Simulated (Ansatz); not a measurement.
Al12W under a change: pressure 3 GPa

Base system: Al12W (space group Im-3, No. 204; a = 7.538 Å).

Now apply this change: a hydrostatic pressure of 3 GPa.

All numbers come from PBEsol (Ansatz, a quantum-chemistry and plane-wave program, PAW, no SOC). Settings: 7×7×7 k-points, 0.05 eV Fermi–Dirac smearing.

Volume per atom: 16.01 Å³ (base 16.47 Å³)
Density: 4.05 g/cm³ (base 3.94 g/cm³)
Lattice parameter a: 7.466 Å (base 7.538 Å)
Shortest interatomic distance: 2.694 Å (base 2.715 Å)
Enthalpy H = E + PV relative to the base's energy: +0.30 eV/atom
Band gap: zero (base zero)

Load acts through the strain it causes; cell and atoms are relaxed under it. Whether these cells are dynamically stable was not tested. All final runs are without spin polarisation.
